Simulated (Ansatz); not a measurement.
Take ZnGeP2 in the chalcopyrite structure (space group I-42d, No. 122; a = 5.4243 Å, c = 10.7097 Å) as the base. Axes: x, y, z lie along a, b, c of the conventional cell.

Method: PBEsol (Ansatz, a first-principles code), without spin-orbit coupling.

Strains are applied to the cell and any free atomic positions relax.

One change was made to it. Results:

```tsv
quantity	base	after
band gap	1.07 eV	1.09 eV
energy relative to the base (free energy F)	0 meV/atom	+4.0 meV/atom
valence-band top at Γ (three highest levels, from the VBM)	0.00, -0.07, -0.07 eV	0.00, 0.00, -0.05 eV
```

Task: What was done to the base?
(A) uniaxial strain ε_zz = +2.25 %
(B) uniaxial strain ε_zz = +0.75 %
(C) uniaxial strain ε_zz = +1.50 %

Result: A, uniaxial strain ε_zz = +2.25 %. For comparison, the energy relative to the base in the other runs: uniaxial strain ε_zz = +0.75 % gives +0.4 meV/atom; uniaxial strain ε_zz = +1.50 % gives +1.8 meV/atom.

Stability against distortions was not tested.
